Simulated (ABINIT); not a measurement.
## Input and output of a self-consistent single point for ZnO (P6_3mc, 4 atoms in the cell) (ABINIT)

Computed with PBE, PAW (JTH v2.0 PBE PAW) (plane waves; ABINIT).

Input:

```
# ZnO, JTH v2.0 PBE PAW
pp_dirpath "./"
pseudos "Zn.GGA_PBE-JTH.xml, O.GGA_PBE-JTH.xml"
acell 3*1.0
rprim
         6.1177044976    0.0000000863    0.0000000000
        -3.0588523235    5.2980874646    0.0000000000
         0.0000000000    0.0000000000    9.8682632064
natom 4
ntypat 2
znucl 30 8
typat 1 1 2 2
xcart
         3.0588522239    1.7660292124    4.9399538785
        -0.0000000498    3.5320583385    0.0058222753
         3.0588522239    1.7660292124    8.6813085079
        -0.0000000498    3.5320583385    3.7471769047
ecut 60 Ry
pawecutdg 120 Ry
pawxcdev 0
ixc 11
occopt 3
tsmear 0.01 eV
nband 24
kptopt 1
ngkpt 6 6 4
nshiftk 1
shiftk 0 0 0
nstep 50
toldfe 1.0e-09
prtwf 0
prtden 0
prtvol 1
enunit 2
```

Output, abridged:

```
 Symmetries : space group P6_3 m c (#186); Bravais hP (primitive hexag.)

 -outvars: echo values of preprocessed input variables --------
            acell      1.0000000000E+00  1.0000000000E+00  1.0000000000E+00 Bohr
             ecut      3.00000000E+01 Hartree
           enunit           2
              ixc          11
         kptrlatt        6    0    0      0    6    0      0    0    4
          kptrlen      3.67062270E+01
            natom           4
            nband          24
            ngfft          32      32      50
          ngfftdg          45      45      72
             nkpt          21
            nstep          50
             nsym          12
           ntypat           2
           occopt           3
        pawecutdg      6.00000000E+01 Hartree
         pawxcdev           0
            rprim      6.1177044976E+00  8.6300000000E-08  0.0000000000E+00
                      -3.0588523235E+00  5.2980874646E+00  0.0000000000E+00
                       0.0000000000E+00  0.0000000000E+00  9.8682632064E+00
          spgroup         186
           toldfe      1.00000000E-09 Hartree
           tsmear      3.67493254E-04 Hartree
            typat      1  1  2  2
           useylm           1
             xred      6.6666666667E-01  3.3333333333E-01  5.0059000000E-01
                       3.3333333333E-01  6.6666666667E-01  5.9000000083E-04
                       6.6666666667E-01  3.3333333333E-01  8.7972000000E-01
                       3.3333333333E-01  6.6666666667E-01  3.7972000000E-01
            znucl       30.00000    8.00000

== DATASET  1 ==================================================================

 Exchange-correlation functional for the present dataset will be:
  GGA: Perdew-Burke-Ernzerhof functional - ixc=11
 Citation for XC functional:
  J.P.Perdew, K.Burke, M.Ernzerhof, PRL 77, 3865 (1996)

 Real(R)+Recip(G) space primitive vectors, cartesian coordinates (Bohr,Bohr^-1):
 R(1)=  6.1177045  0.0000001  0.0000000  G(1)=  0.1634600  0.0943737  0.0000000
 R(2)= -3.0588523  5.2980875  0.0000000  G(2)= -0.0000000  0.1887474  0.0000000
 R(3)=  0.0000000  0.0000000  9.8682632  G(3)=  0.0000000  0.0000000  0.1013350
 Unit cell volume ucvol=  3.1985147E+02 bohr^3
 Angles (23,13,12)=  9.00000000E+01  9.00000000E+01  1.20000000E+02 degrees

 Coarse grid specifications (used for wave-functions):

 getcut: wavevector=  0.0000  0.0000  0.0000  ngfft=  32  32  50
         ecut(hartree)=     30.000   => boxcut(ratio)=   2.05496

 Fine grid specifications (used for densities):

 getcut: wavevector=  0.0000  0.0000  0.0000  ngfft=  45  45  72
         ecut(hartree)=     60.000   => boxcut(ratio)=   2.06264

   9.24308564E+02                                ecore*ucvol(ha*bohr**3)

_setup2: Arith. and geom. avg. npw (full set) are    2512.132    2512.108

--- !BeginCycle
solver: {iscf: 17, nstep: 50, nline: 4, wfoptalg: 10, }
tolerances: {toldfe: 1.00E-09, }
...

     iter   Etot(hartree)      deltaE(h)  residm     nres2
 ETOT  1  -159.11026189995    -1.591E+02 1.032E+01 1.516E+01
 ETOT  2  -161.07360645493    -1.963E+00 5.525E-01 7.555E+01
 ETOT  3  -160.99974795398     7.386E-02 1.488E-01 3.279E+01
 ETOT  4  -160.96453576772     3.521E-02 5.032E-02 4.261E+00
 ETOT  5  -160.98506936065    -2.053E-02 2.171E-02 7.830E+00
 ETOT  6  -160.98375380303     1.316E-03 4.930E-02 5.781E+00
   [... 9 lines left out ...]
 ETOT 16  -160.97887807210     5.089E-08 4.073E-04 2.358E-06
 ETOT 17  -160.97887808120    -9.095E-09 2.268E-04 7.352E-07
 ETOT 18  -160.97887807874     2.454E-09 4.800E-04 1.295E-07
 ETOT 19  -160.97887807866     7.998E-11 1.117E-04 1.743E-09
 ETOT 20  -160.97887807930    -6.372E-10 6.210E-04 2.554E-08

 At SCF step   20, etot is converged :
  for the second time, diff in etot=  6.372E-10 < toldfe=  1.000E-09

 Cartesian components of stress tensor (hartree/bohr^3)
  sigma(1 1)= -1.63067010E-04  sigma(3 2)=  0.00000000E+00
  sigma(2 2)= -1.63067010E-04  sigma(3 1)=  0.00000000E+00
  sigma(3 3)= -1.64486905E-04  sigma(2 1)= -6.36199380E-14

 ----iterations are completed or convergence reached----

 reduced coordinates (array xred) for    4 atoms
       0.666666666667      0.333333333333      0.500590000001
       0.333333333333      0.666666666667      0.000590000001
       0.666666666667      0.333333333333      0.879719999997
       0.333333333333      0.666666666667      0.379719999997
 cartesian forces (eV/Angstrom) at end:
    1     -0.00000000000000     0.00000000000000    -0.00377780037345
    2      0.00000000000000    -0.00000000000000    -0.00377780037345
    3     -0.00000000000000     0.00000000000000     0.00377780037345
    4      0.00000000000000    -0.00000000000000     0.00377780037345
 frms,max,avg= 2.1811141E-03 3.7778004E-03   0.000E+00  0.000E+00  1.245E-03 e/A
 length scales=  1.000000000000  1.000000000000  1.000000000000 bohr
              =  0.529177208590  0.529177208590  0.529177208590 angstroms
 Fermi (or HOMO) energy (hartree) =   0.23909   Average Vxc (hartree)=  -0.37689
 Eigenvalues (hartree) for nkpt=  21  k points:
 kpt#   1, nband= 24, wtk=  0.00694, kpt=  0.0000  0.0000  0.0000 (reduced coord)
  -0.43886   -0.41215    0.01627    0.01627    0.01789    0.01866    0.02341    0.02341
   0.05989    0.05989    0.06769    0.06769    0.07794    0.19765    0.19765    0.22363
   0.22698    0.22698    0.25611    0.41959    0.52870    0.70189    0.70189    0.74716
      occupation numbers for kpt#   1
   2.00000    2.00000    2.00000    2.00000    2.00000    2.00000    2.00000    2.00000
   2.00000    2.00000    2.00000    2.00000    2.00000    2.00000    2.00000    2.00000
   2.00000    2.00000    0.00000    0.00000    0.00000    0.00000    0.00000    0.00000
 prteigrs : prtvol=0 or 1, do not print more k-points.

 Fermi (or HOMO) energy (eV) =   6.50598   Average Vxc (eV)= -10.25575
 Eigenvalues (   eV  ) for nkpt=  21  k points:
 kpt#   1, nband= 24, wtk=  0.00694, kpt=  0.0000  0.0000  0.0000 (reduced coord)
 -11.94196  -11.21528    0.44273    0.44273    0.48682    0.50789    0.63697    0.63697
   1.62976    1.62976    1.84207    1.84207    2.12098    5.37842    5.37842    6.08515
   6.17646    6.17646    6.96911   11.41766   14.38667   19.09928   19.09928   20.33114
 prteigrs : prtvol=0 or 1, do not print more k-points.

--- !EnergyTerms
comment             : Components of total free energy in Hartree
kinetic             :  2.84366261492257E+01
hartree             :  4.04085195672683E+01
xc                  : -9.37655601841159E+00
Ewald energy        : -1.09034020285418E+02
psp_core            :  2.88980560979489E+00
local_psp           : -1.49119643809126E+02
spherical_terms     :  3.48163919712308E+01
internal            : -1.60978876815436E+02
'-kT*entropy'       :  5.64476815589743E-16
total_energy        : -1.60978876815436E+02
total_energy_eV     : -4.38045801037648E+03
...

-Cartesian components of stress tensor (GPa)         [Pressure=  4.8115E+00 GPa]
- sigma(1 1)= -4.79759625E+00  sigma(3 2)=  0.00000000E+00
- sigma(2 2)= -4.79759625E+00  sigma(3 1)=  0.00000000E+00
- sigma(3 3)= -4.83937102E+00  sigma(2 1)= -1.87176288E-09

 Calculation completed.
```

The run converged in 20 iterations.

The starting cell comes from a database of computed structures (which also holds hypothetical and non-ambient phases and stackings), without a prior relaxation at this level. With a pressure of about 5 GPa the cell is away from its equilibrium volume at this level.

Cost on one core of a shared machine: roughly 60 s.
